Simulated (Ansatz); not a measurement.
Consider a periodic stack without vacuum, rock-salt NbN (1 1 1) on wurtzite GaN (0 0 1) (film strained to the substrate, started from cuts of the bulks and a machine-learned relaxation): substrate slab Ga6N6, film N4Nb4, surface cells [[0, -1], [1, 0]] and [[1, 0], [0, 1]], film strained by +2.9 and +2.9 %, outermost planes N/Ga and N/Nb as cut, which need not be the usual terminations and can put a slab off its formula. Its start:

```yaml
crystal:
  lattice:
    - [3.21848, 0.00000, -0.04569]
    - [1.60924, 2.78728, -0.07954]
    - [-1.31731, -0.31035, 26.29578]
  atoms:
    - { symbol: Ga, position: [0.71844, 0.63234, 0.06288] }
    - { symbol: Ga, position: [0.42042, 0.32614, 0.16270] }
    - { symbol: N, position: [0.74429, 0.65216, 0.13756] }
    - { symbol: N, position: [0.37726, 0.29260, 0.03967] }
    - { symbol: Ga, position: [0.79093, 0.69000, 0.26206] }
    - { symbol: Ga, position: [0.49175, 0.38612, 0.36103] }
    - { symbol: N, position: [0.81631, 0.71245, 0.33664] }
    - { symbol: N, position: [0.44834, 0.34904, 0.23697] }
    - { symbol: Ga, position: [0.86125, 0.74390, 0.46014] }
    - { symbol: Ga, position: [0.56851, 0.44001, 0.55973] }
    - { symbol: N, position: [0.89232, 0.76513, 0.53514] }
    - { symbol: N, position: [0.51909, 0.40379, 0.43604] }
    - { symbol: N, position: [0.60365, 0.48480, 0.63359] }
    - { symbol: N, position: [0.98075, 0.85996, 0.72313] }
    - { symbol: N, position: [0.34565, 0.23908, 0.81768] }
    - { symbol: N, position: [0.70232, 0.59852, 0.91272] }
    - { symbol: Nb, position: [0.26927, 0.16568, 0.67644] }
    - { symbol: Nb, position: [0.68737, 0.55713, 0.77037] }
    - { symbol: Nb, position: [0.01168, 0.91661, 0.86433] }
    - { symbol: Nb, position: [0.38163, 0.27338, 0.95294] }
```

The start was prepared with a machine-learned potential, and the result is one local minimum, with the in-plane cell held and forces under 0.04 eV/Å; the film can end far from its bulk form.

All values below come from PBE (plane waves to 420 eV, PAW; Ansatz, a first-principles code). Scalar-relativistic, without spin–orbit coupling; the runs are not spin-polarised; PBE gaps are too small against experiment. Its k-point mesh 11×11×1, Fermi–Dirac width 0.05 eV.

Question: Predict the relaxed interface.

Answer: 
| Quantity | Result |
|---|---|
| interface area | 9.0 Å² |
| period | 26.25 Å |
| gaps between the outermost planes at the two interfaces | 1.96 and 2.14 Å |
| Ga–Nb contacts across the interfaces within 1.22 times the sum of covalent radii | 3, mean 3.37 Å |
| N–Nb contacts across the interfaces within 1.22 times the sum of covalent radii | 1, mean 2.14 Å |
| Ga–N contacts across the interfaces within 1.22 times the sum of covalent radii | 1, mean 1.96 Å |
| estimate of the barrier | withheld, since the two interfaces are unlike |
| slope of the mean potential energy in the substrate | +1.5 MV/cm × e |
